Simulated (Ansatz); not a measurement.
## BaZrO3, response to strain

Consider BaZrO3 in the cubic perovskite structure (space group Pm-3m, No. 221).

```
CELL_PARAMETERS angstrom
      4.18064     0.00000     0.00000
      0.00000     4.18064     0.00000
      0.00000     0.00000     4.18064
ATOMIC_POSITIONS crystal
  Ba 0.00000 0.00000 0.00000
  Zr 0.50000 0.50000 0.50000
  O  0.50000 0.00000 0.50000
  O  0.00000 0.50000 0.50000
  O  0.50000 0.50000 0.00000
```

Cartesian axes are those of the cell as printed.

Strains are applied to the cell and any free atomic positions relax; under biaxial strain the out-of-plane vector relaxes too.

All numbers come from Ansatz (an electronic-structure program), PBEsol, PAW, cutoff 420 eV, without spin-orbit coupling.

Notes on the quantities. pressure: mean of the normal stresses, compression positive.

```json
[
 {"change": "base", "shortest interatomic distance": "2.090 Å", "pressure": "-0.01 GPa", "ratio −ε⊥/ε∥": "–"},
 {"change": "biaxial strain −2.50 %, plane normal [111], relaxed out of plane", "shortest interatomic distance": "2.070 Å", "pressure": "5.31 GPa", "ratio −ε⊥/ε∥": "0.82"},
 {"change": "biaxial strain −2.00 %, plane normal [111], relaxed out of plane", "shortest interatomic distance": "(withheld)", "pressure": "(withheld)", "ratio −ε⊥/ε∥": "0.81"},
 {"change": "biaxial strain −1.50 %, plane normal [111], relaxed out of plane", "shortest interatomic distance": "(withheld)", "pressure": "3.12 GPa", "ratio −ε⊥/ε∥": "0.80"},
 {"change": "biaxial strain −1.00 %, plane normal [111], relaxed out of plane", "shortest interatomic distance": "2.082 Å", "pressure": "2.05 GPa", "ratio −ε⊥/ε∥": "0.79"},
 {"change": "biaxial strain −0.50 %, plane normal [111], relaxed out of plane", "shortest interatomic distance": "2.086 Å", "pressure": "(withheld)", "ratio −ε⊥/ε∥": "–"}
]
```

Task: Complete the table.

Result: 
- biaxial strain −2.00 %, plane normal [111], relaxed out of plane, shortest interatomic distance: 2.074 Å
- biaxial strain −2.00 %, plane normal [111], relaxed out of plane, pressure: 4.20 GPa
- biaxial strain −1.50 %, plane normal [111], relaxed out of plane, shortest interatomic distance: 2.078 Å
- biaxial strain −0.50 %, plane normal [111], relaxed out of plane, pressure: 1.01 GPa

Whether these cells are dynamically stable was not tested.
